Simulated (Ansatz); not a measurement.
This Ansatz (a quantum-chemistry and plane-wave program) input is the reference run, W in the bcc (W type) structure (space group Im-3m, No. 229), computed with plane-wave PAW DFT at the LDA level (Ansatz, 420 eV), no SOC:

Ansatz 0.2 input:
```yaml
crystal:
  lattice:
    - [-1.5677482571, 1.5677482571, 1.5677482571]
    - [1.5677482571, -1.5677482571, 1.5677482571]
    - [1.5677482571, 1.5677482571, -1.5677482571]
  atoms:
    - { symbol: W, position: [0, 0, 0] }
basis: { ecutwfc: 420, ecutrho_ratio: 4, xc_grid: 2, fft_grid_basis: typed }
kpoints: { mp_grid: { grid: [21, 21, 21] } }
hamiltonian:
  xc: lda
  dispersion: none
  pseudopotentials: { kind: paw }
scf: { occupations: { method: fermi_dirac, width: 0.05 }, convergence: { dr2_threshold: 0.0000000001 } }
output: { forces: true, stress: true }
checkpoint: { write: state.ck, write_every: 1000 }
```

Task: Write the input for this change: a negative pressure, −1 GPa.

Result: 
Ansatz 0.2 input:
```yaml
crystal:
  lattice:
    - [-1.5677482571, 1.5677482571, 1.5677482571]
    - [1.5677482571, -1.5677482571, 1.5677482571]
    - [1.5677482571, 1.5677482571, -1.5677482571]
  atoms:
    - { symbol: W, position: [0, 0, 0] }
basis: { ecutwfc: 420, ecutrho_ratio: 4, xc_grid: 2, fft_grid_basis: typed }
kpoints: { mp_grid: { grid: [21, 21, 21] } }
hamiltonian:
  xc: lda
  dispersion: none
  pseudopotentials: { kind: paw }
scf: { occupations: { method: fermi_dirac, width: 0.05 } }
relax: { f_tol: 0.01, max_steps: 60, cell: { stress_tol: 0.02, p_target: -1.0 } }
output: { forces: true, stress: true }
checkpoint: { write: state.ck, write_every: 1000 }
```
This is the input that was run.

Load acts through the strain it causes; cell and atoms are relaxed under it. No phonon test of stability was made. The final runs are not spin-polarised.
